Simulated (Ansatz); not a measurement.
Worked calculations on one periodic cell of amorphous Si$_{24}$O$_{47}$F$_{2}$: Si24O47F2, 73 atoms, volume 1102.0 Å³, made by a melt-quench on the CHGNet potential and relaxed with DFT. O and F atoms were pushed apart under 1.9 Å during the dynamics, to hinder bonds among them. It is a model cell: composition and starting density were chosen by hand, and all elements were melted together. Cycles of charging were run to anneal it. All values below come from PBE, scalar-relativistic without spin-orbit coupling (plane waves to 420 eV, PAW; Ansatz, an electronic-structure program). Sampling: a 2×2×2 Γ-centred mesh; Fermi-Dirac width 0.02 eV; no spin polarisation. Its volume was held where the quench left it, its shape was held as a cube, and it stands at a mean pressure of 1.3 GPa with stress components up to 4.6 GPa; the relaxation ran on the zone centre alone. Its density went from a set 2.21 to 2.21 g/cm³. The cell is small and was quenched far faster than a real film, so it is one sample of the glass.

Q: Count formal charges (Si +4, O -2, F -1). What does the count lead one to expect at the Fermi level, and what does the calculation give?

A: 24 × (+4) + 47 × (-2) + 2 × (-1) = 0. The charges balance, so the anion-derived valence states can be full and a gap can open. On this mesh the highest filled and lowest empty level lie 5.18 eV apart, the PBE gap of this cell, with a localised state at one edge or both.

Four energies for an added electron at PBE on the zone centre alone (charged cells in a uniform background, spin-polarised): neutral at the neutral geometry -43620.031 eV; charged at the neutral geometry -43613.900 eV; charged and relaxed -43613.929 eV; neutral at the charged geometry -43620.000 eV.

Q: Find the two relaxation energies and their sum, the reorganisation energy.

A: On charging: -43613.900 − (-43613.929) = 0.029 eV. On discharging: -43620.000 − (-43620.031) = 0.031 eV. The sum is 0.060 eV. The carrier's level spreads over 61 of the 73 atoms' worth, more than a fifth of the atoms or a third of the atoms of its main element (six at least), and the sum is small, so it counts as a band carrier, whose relaxation energy shrinks as the cell grows. PBE's self-interaction favours spread-out carriers, so a hybrid can localise more.
